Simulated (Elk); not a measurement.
## A self-consistent single point of TiOs (Pm-3m, 2 atoms in the cell) with Elk

Level of theory: Elk 10.2.4 with PBEsol, all-electron FP-LAPW, Elk's shipped species files, APW+lo basis with extra local orbitals.

Input:

```
tasks
  0

xctype
  22

rgkmax
  8.0

gmaxvr
  16.0

nxlo
  2

lorbcnd
  .true.

rmtscf
  0.91

lmaxi
  3

stype
  0

swidth
  0.00367493

maxscl
  100

avec
    5.8291058958    0.0000000000    0.0000000000
    0.0000000000    5.8291058958    0.0000000000
    0.0000000000    0.0000000000    5.8291058958

atoms
  2
  'Ti.in'
  1
  0.5000000000  0.5000000000  0.5000000000    0.0 0.0 0.0
  'Os.in'
  1
  0.0000000000  0.0000000000  0.0000000000    0.0 0.0 0.0

ngridk
  14 14 14
```

Log, with long lists cut:

```
│ Elk code version 10.2.4 │

All units are atomic (Hartree, Bohr, etc.)

│ Ground-state run starting from atomic densities │

Lattice vectors :
   5.829105896       0.000000000       0.000000000
   0.000000000       5.829105896       0.000000000
   0.000000000       0.000000000       5.829105896

Unit cell volume      :    198.0641321
Brillouin zone volume :    1.252373213

Muffin-tin inner radius fraction :   0.1000000000E-01

Nuclei treated as point charges

Species :    1 (Ti)
 parameters loaded from : Ti.in
 name : titanium
 nuclear charge    :   -22.00000000
 electronic charge :    22.00000000
 atomic mass :    87256.20310
 muffin-tin radius :    2.184000000
 number of radial points in muffin-tin :    497
 atomic positions (lattice), magnetic fields (Cartesian) :
   1 :   0.00000000  0.00000000  0.00000000    0.00000000  0.00000000  0.00000000

Species :    2 (Os)
 parameters loaded from : Os.in
 name : osmium
 nuclear charge    :   -76.00000000
 electronic charge :    76.00000000
 atomic mass :    346768.0765
 muffin-tin radius :    2.548000000
 number of radial points in muffin-tin :    697
 atomic positions (lattice), magnetic fields (Cartesian) :
   1 :   0.50000000  0.50000000  0.50000000    0.00000000  0.00000000  0.00000000

Total number of atoms per unit cell :    2

Spin treatment :
 spin-unpolarised

Number of Bravais lattice symmetries :   48
Number of crystal symmetries         :   48
Crystal has inversion symmetry
Real symmetric eigensolver will be used

k-point grid :     14    14    14
k-point offset :    0.000000000       0.000000000       0.000000000
k-point set is reduced with full crystal symmetry group
Total number of k-points :      120

Muffin-tin radius times maximum |G+k| :    8.000000000
 using average radius
Maximum |G+k| for APW functions       :    3.381234150
Maximum (1/2)|G+k|²                   :    5.716372190
Maximum |G| for potential and density :    16.00000000
 potential will be trimmed for |G| > 2 gkmax
Constant for pseudocharge density :   10
Radial integration step length :    4

G-vector grid sizes :     30    30    30
Number of G-vectors :    13613

Maximum angular momentum used for
 APW functions                      :    8
 outer part of muffin-tin           :    6
 inner part of muffin-tin           :    3

Total nuclear charge    :   -98.00000000
Total core charge       :    56.00000000
Total valence charge    :    42.00000000
Total excess charge     :    0.000000000
Total electronic charge :    98.00000000

Effective Wigner radius, rₛ :   0.7843267914

Number of empty states         :    8
Total number of valence states :   29
Total number of core states    :   56

Conduction state local-orbitals added automatically
Total number of local-orbitals :  179

Exchange-correlation functional :     22     0     0
 PBEsol, Phys. Rev. Lett. 100, 136406 (2008)
 gradient requirement :    1
 generalised gradient approximation (GGA)

Smearing type :    0
 Gaussian
Smearing width :   0.3674930000E-02
Effective electronic temperature (K) :    1160.451112

Mixing type :    3
 Broyden mixing, J. Phys. A: Math. Gen. 17, L317 (1984)

Kohn-Sham potential initialised from atomic data

│ Self-consistent loop started │
│ Loop number : 1 │
 total energy                :     -18128.6646247
│ Loop number : 2 │
 total energy                :     -18128.8768603
RMS change in Kohn-Sham potential (target) :   0.1813608223     (  0.1000000000E-05)
Absolute change in total energy (target)   :   0.2122356523     (  0.1000000000E-03)
│ Loop number : 3 │
 total energy                :     -18129.2843911
RMS change in Kohn-Sham potential (target) :   0.1756724752     (  0.1000000000E-05)
Absolute change in total energy (target)   :   0.4605897105     (  0.1000000000E-03)
│ Loop number : 4 │
 total energy                :     -18128.5930130
RMS change in Kohn-Sham potential (target) :   0.1715172812     (  0.1000000000E-05)
Absolute change in total energy (target)   :   0.5762306764     (  0.1000000000E-03)
│ Loop number : 5 │
 total energy                :     -18128.8401540
RMS change in Kohn-Sham potential (target) :   0.1194528554     (  0.1000000000E-05)
Absolute change in total energy (target)   :   0.1030832822     (  0.1000000000E-03)
│ Loop number : 6 │
 total energy                :     -18129.3466137
RMS change in Kohn-Sham potential (target) :   0.4971076750E-01 (  0.1000000000E-05)
Absolute change in total energy (target)   :   0.5322305733     (  0.1000000000E-03)
│ Loop number : 7 │
 total energy                :     -18129.9219669
RMS change in Kohn-Sham potential (target) :   0.3256106030E-02 (  0.1000000000E-05)
Absolute change in total energy (target)   :   0.7084108637     (  0.1000000000E-03)
│ Loop number : 8 │
 total energy                :     -18130.1285845
RMS change in Kohn-Sham potential (target) :   0.2008420111E-02 (  0.1000000000E-05)
Absolute change in total energy (target)   :   0.3837202379     (  0.1000000000E-03)
│ Loop number : 9 │
 total energy                :     -18130.0707476
RMS change in Kohn-Sham potential (target) :   0.8620966603E-03 (  0.1000000000E-05)
Absolute change in total energy (target)   :   0.3809315083E-01 (  0.1000000000E-03)
│ Loop number : 10 │
 total energy                :     -18130.0851585
RMS change in Kohn-Sham potential (target) :   0.6229880336E-03 (  0.1000000000E-05)
Absolute change in total energy (target)   :   0.2393427971E-01 (  0.1000000000E-03)
│ Loop number : 11 │
 total energy                :     -18130.0639593
RMS change in Kohn-Sham potential (target) :   0.1086330813E-03 (  0.1000000000E-05)
Absolute change in total energy (target)   :   0.1521569116E-01 (  0.1000000000E-03)
│ Loop number : 12 │
 total energy                :     -18130.0586760
RMS change in Kohn-Sham potential (target) :   0.3024228708E-04 (  0.1000000000E-05)
Absolute change in total energy (target)   :   0.9087169357E-02 (  0.1000000000E-03)
│ Loop number : 13 │
 total energy                :     -18130.0570031
RMS change in Kohn-Sham potential (target) :   0.4504053930E-05 (  0.1000000000E-05)
Absolute change in total energy (target)   :   0.3944720895E-02 (  0.1000000000E-03)
│ Loop number : 14 │
 total energy                :     -18130.0567843
RMS change in Kohn-Sham potential (target) :   0.1313246361E-05 (  0.1000000000E-05)
Absolute change in total energy (target)   :   0.1205000979E-02 (  0.1000000000E-03)
│ Loop number : 15 │
 total energy                :     -18130.0567111
RMS change in Kohn-Sham potential (target) :   0.4506873122E-06 (  0.1000000000E-05)
Absolute change in total energy (target)   :   0.3744689639E-03 (  0.1000000000E-03)
│ Loop number : 16 │
 total energy                :     -18130.0567058
RMS change in Kohn-Sham potential (target) :   0.1405187298E-06 (  0.1000000000E-05)
Absolute change in total energy (target)   :   0.9885411782E-04 (  0.1000000000E-03)
Convergence targets achieved

│ Loop number : 17 │

Energies :
 Fermi                       :     0.463566681923
 sum of eigenvalues          :     -11084.0627308
 electron kinetic            :      20471.8713578
 core electron kinetic       :      19653.0064018
 Coulomb                     :     -38224.4144506
 Coulomb potential           :     -31059.1705403
 nuclear-nuclear             :     -1418.37233344
 electron-nuclear            :     -42552.9136940
 Hartree                     :      5746.87157684
 Madelung                    :     -22694.8291805
 xc potential                :     -496.763548235
 exchange                    :     -371.234671309
 correlation                 :     -6.27895022745
 total energy                :     -18130.0567144

Density of states at Fermi energy :    11.12797998
 (states/Hartree/unit cell)

Estimated indirect band gap :   0.4432729585E-03
 from k-point     33 to k-point     34
Estimated direct band gap   :   0.1247680286E-01
 at k-point     34

Charges :
 core                        :    56.00000000
 valence                     :    42.00000000
 interstitial                :    3.442907232
 muffin-tins (core leakage)
  species :    1 (Ti)
   atom    1                 :    19.97794966     (  0.6796447849E-08)
  species :    2 (Os)
   atom    1                 :    74.57914311     (  0.1770261733E-06)
 total in muffin-tins        :    94.55709277
 total calculated charge     :    98.00239238
 total charge                :    98.00000000
 error                       :   0.2392375853E-02

│ Self-consistent loop stopped │
```

The run converged in 17 iterations. The count includes the last loop, which Elk runs after its targets are met.

The starting cell comes from a database of computed structures (which also holds hypothetical and non-ambient phases and stackings), without a prior relaxation at this level. Spin-orbit coupling is off. Spin polarisation is off. Values depend on the basis (sphere radii, cutoffs, local orbitals), which need not be converged. The log's line on a gap gives a spacing of levels on this mesh, which the program prints for metals too.

Cost on one core of a shared machine: roughly 70 s.
